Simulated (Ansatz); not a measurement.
# What electrons 5.0×10^21 cm⁻³ does to GaSe

Start from GaSe (space group P6_3/mmc, No. 194; a = 3.769 Å, c = 15.964 Å; layered, stacked along the Cartesian z axis).

Perturbation: 0.982 electrons added to each cell, a density of 5.0×10^21 cm⁻³, with a uniform compensating background at fixed cell and a 300 K Fermi–Dirac width.

The values are results of PBE-D3(BJ), PAW, 420 eV (Ansatz, an electronic-structure program; no spin-orbit coupling), earlier PAW set, not measurements. Γ-centred 14×14×3 mesh, Fermi–Dirac width 0.0259 eV.

| quantity | base | changed | shift |
|---|---|---|---|
| gap between the host's bands | 0.87 eV | 0.87 eV | +0.007 eV |
| valley order (the lowest conduction-band minima on the path, energy above the VBM, named in the base's zone) | Γ 0.87 eV; M (1/2, 0, 0) 1.02 eV; K (1/3, 1/3, 0) 1.43 eV | M (1/2, 0, 0) 0.87 eV; Γ 0.88 eV; K (1/3, 1/3, 0) 1.24 eV | – |
| largest internal atomic displacement | – | 0.065 Å | – |
| Fermi level relative to the doped band's edge (positive inside the band; to 0.05 eV) | – | +0.75 eV | – |

Cost of the whole job for the changed cell (relaxation, final SCF and bands): about 4 core-minutes (a rough figure).

Charged cell with a jellium background: band edges are those of the host's band count, energies are not comparable with the neutral cell, and many-body gap narrowing is missing. Gaps are Kohn–Sham eigenvalue differences; semilocal functionals usually give less than the measured gap. Stability against distortions was not tested.
